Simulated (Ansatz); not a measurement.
The reference is GaN in the zinc blende structure (space group F-43m, No. 216).

```yaml
crystal:
  lattice:
    - [0.00000, 2.22769, 2.22769]
    - [2.22769, 0.00000, 2.22769]
    - [2.22769, 2.22769, 0.00000]
  atoms:
    - { symbol: Ga, position: [0.00000, 0.00000, 0.00000] }
    - { symbol: N, position: [0.25000, 0.25000, 0.25000] }
```

Method: plane-wave PAW DFT at the LDA level (Ansatz, a program for electronic structure, 420 eV), no SOC.

One change was made to it. Results:

```csv
quantity,base,after
gap character,direct at Γ,direct at Γ
band gap,1.96 eV,2.37 eV
volume per atom,11.06 Å³,10.37 Å³
```

Task: What was done to the base?
A) pressure 0.9 GPa
B) pressure −1 GPa
C) pressure 2.1 GPa
D) pressure 15 GPa

Result: D, pressure 15 GPa. For comparison, the band gap in the other runs: pressure −1 GPa gives 1.92 eV; pressure 0.9 GPa gives 1.98 eV; pressure 2.1 GPa gives 2.02 eV.

Load acts through the strain it causes; cell and atoms are relaxed under it. No phonon test of stability was made. Tetrahedral semiconductors of this kind turn to denser phases somewhere between about 1 and 50 GPa; those were not computed, so compressed cells here can lie past the real transition. This is not the structure that GaN has at room temperature and ambient pressure.
